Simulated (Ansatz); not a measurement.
Start from Sn in the diamond structure (space group Fd-3m, No. 227; a = 6.569 Å). Axes: x, y, z lie along the cube axes.

Structures relaxed with plane-wave PAW DFT at the r2SCAN level (Ansatz, a program for electronic structure, 500 eV), no spin-orbit coupling, earlier PAW set.

Base:

Simulated powder pattern, Cu Kα1, λ = 1.54056 Å (kinematic, ideal powder, no thermal factors, no anomalous dispersion; the 14 strongest lines at most, above 2 %, up to 2θ = 90°):

```json
[
 {"2θ (°)": "23.44", "I/Imax (%)": "100", "hkl": "(111)"},
 {"2θ (°)": "38.74", "I/Imax (%)": "80", "hkl": "(220)"},
 {"2θ (°)": "45.77", "I/Imax (%)": "50", "hkl": "(311)"},
 {"2θ (°)": "55.95", "I/Imax (%)": "13", "hkl": "(400)"},
 {"2θ (°)": "61.48", "I/Imax (%)": "20", "hkl": "(331)"},
 {"2θ (°)": "70.13", "I/Imax (%)": "27", "hkl": "(422)"},
 {"2θ (°)": "75.08", "I/Imax (%)": "15", "hkl": "(333)"},
 {"2θ (°)": "83.11", "I/Imax (%)": "8.5", "hkl": "(440)"},
 {"2θ (°)": "87.85", "I/Imax (%)": "15", "hkl": "(531)"}
]
```

Now apply this change: compressive biaxial strain of 2.60 % in the plane normal to [001], as in epitaxy on a mismatched substrate; the out-of-plane cell vector and the atoms relax.

Question: Where do the lines fall after the change?

Answer: 
Simulated powder pattern, Cu Kα1, λ = 1.54056 Å (kinematic, ideal powder, no thermal factors, no anomalous dispersion; the 14 strongest lines at most, above 2 %, up to 2θ = 90°):

| 2θ (°) | d (Å) | I/Imax (%) | hkl |
|---|---|---|---|
| 23.68 | 3.754 | 100 | (111) |
| 38.82 | 2.318 | 55 | (202) |
| 39.82 | 2.262 | 25 | (220) |
| 45.09 | 2.009 | 18 | (113) |
| 46.85 | 1.938 | 32 | (311) |
| 54.51 | 1.682 | 5.0 | (004) |
| 57.58 | 1.599 | 8.4 | (400) |
| 61.70 | 1.502 | 14 | (313) |
| 63.13 | 1.472 | 6.3 | (331) |
| 69.60 | 1.350 | 9.4 | (224) |
| 71.62 | 1.317 | 17 | (422) |
| 77.29 | 1.233 | 7.0 | (511) |
| 83.30 | 1.159 | 5.8 | (404) |
| 86.87 | 1.120 | 5.3 | (315) |

The indices refer to the base's conventional cell; one index is shown for lines that coincide. The space group is now I4_1/amd (No. 141).

Stability against distortions was not tested.
